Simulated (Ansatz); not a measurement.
Cells marked so need not be the phases stable at ambient conditions, and some may be hypothetical.

No gap correction and no spin-orbit coupling; mid-gap values are interpolated between computed energies.

A. K3Nb3(BO6)2 (P-62m, not sure to be the ambient phase, 20 atoms a cell, 13.7 Å³ an atom, -7 GPa at this level), along the normal of (110)
B. Li$_{2}$CaTa$_{2}$O$_{7}$ (I4/mmm, not sure to be the ambient phase, 12 atoms a cell, 12.1 Å³ an atom, -6 GPa at this level), along the normal of (100)
C. CsLiCl$_{2}$ (P4/nmm, not sure to be the ambient phase, 8 atoms a cell, 28.4 Å³ an atom), along the normal of (111)
D. SnSe2 (P-3m1, CdI2 type, not sure to be the ambient phase, 3 atoms a cell, 25.6 Å³ an atom), along the normal of (100)

Problem. Order them by mid-gap decay constant of the slowest evanescent state (lowest first) at the level r2SCAN (Ansatz, a first-principles code).

Solution. D (0.12 1/Å), B (0.27 1/Å), A (0.34 1/Å), C (0.39 1/Å)
